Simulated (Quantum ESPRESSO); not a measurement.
**Pressure against volume in AlB2-type TiB2 (space group 191) (Quantum ESPRESSO, PBE)**

```
CELL_PARAMETERS angstrom
      2.97612     0.00000     0.00000
     -1.48806     2.57740     0.00000
      0.00000     0.00000     3.17257
ATOMIC_POSITIONS crystal
  Ti 0.00000 0.00000 0.00000
  B  0.66667 0.33333 0.50000
  B  0.33333 0.66667 0.50000
```

Level of theory: PBE, GBRV 1.5 ultrasoft (PBE) pseudopotentials (plane waves; Quantum ESPRESSO 7.5). Settings: ecutwfc = 65 Ry; ecutrho = 520 Ry; occupations = smearing; smearing = fd; degauss = 0.0036749 Ry; potentials = {Ti: ti_pbe_v1.4.uspp.F.UPF, B: b_pbe_v1.4.uspp.F.UPF}; K_POINTS = automatic 22 22 18 0 0 0; conv_thr = 1e-10 Ry; mixing_beta = 0.4. The cell above is the first row's. The rows scale it uniformly. In all rows fractional positions and the k mesh are held.

| V (Å^3/atom) | P (GPa) |
|---|---|
| 8.112 | 14.82 |
| 8.288 | 8.41 |
| 8.465 | 2.61 |
| 8.641 | -2.64 |
| 8.817 | -7.39 |
| 8.994 | -11.69 |
| 9.170 | -15.59 |
| 9.346 | -19.11 |
| 9.523 | ? |

Using a cubic, estimate the missing P at V = 9.523 from the other rows, showing the fit.

With u = V - 8.7, the rows have u = -0.5880, -0.4120, -0.2350, -0.0590, 0.1170, 0.2940, 0.4700, 0.6460. Least squares gives P = -4.285 - 27.379·u + 7.808·u² - 1.482·u³. Residuals (row less fit): 0.005, -0.014, 0.011, 0.002, -0.006, 0.007, -0.008, 0.003; standard error 0.011 (degrees of freedom: 4). The fitted pressure is zero at V0 = 8.550, where dP/dV = -29.82, so B0 = -V0·dP/dV = 255 GPa. At the withheld row, u = 0.8230, so P = -4.285 - 27.379 × 0.8230 + 7.808 × 0.8230² - 1.482 × 0.8230³ = -22.355 GPa. The calculation gives -22.30 GPa, 0.055 GPa above the prediction (0.1 % of the range of P in the table). The row lies outside the fitted rows, so this is an extrapolation. From the scatter of the fitted rows alone, a prediction at this place has a standard error of 0.030 GPa, so the miss is 1.8 times that.

Carrying the step between the two nearest rows on in a straight line would have given -22.65, off by 0.35; series whose last step already gives the withheld value aren't shown. The scan was laid around a cell of about the measured size, scaled by a guess for this functional; axis ratios and inner coordinates come from that cell. The runs keep the symmetry of the cell, so they don't test it for distortions. Spin polarisation is off. The shape of the cell and the inner coordinates aren't relaxed, so V0 and B0 belong to this uniform scaling; a relaxed crystal lies no higher in energy and is usually softer. Cutoffs and mesh are single choices, not tested for convergence of this quantity. Series with a scatter that would blur these digits, or in which a gap closes, are not shown.
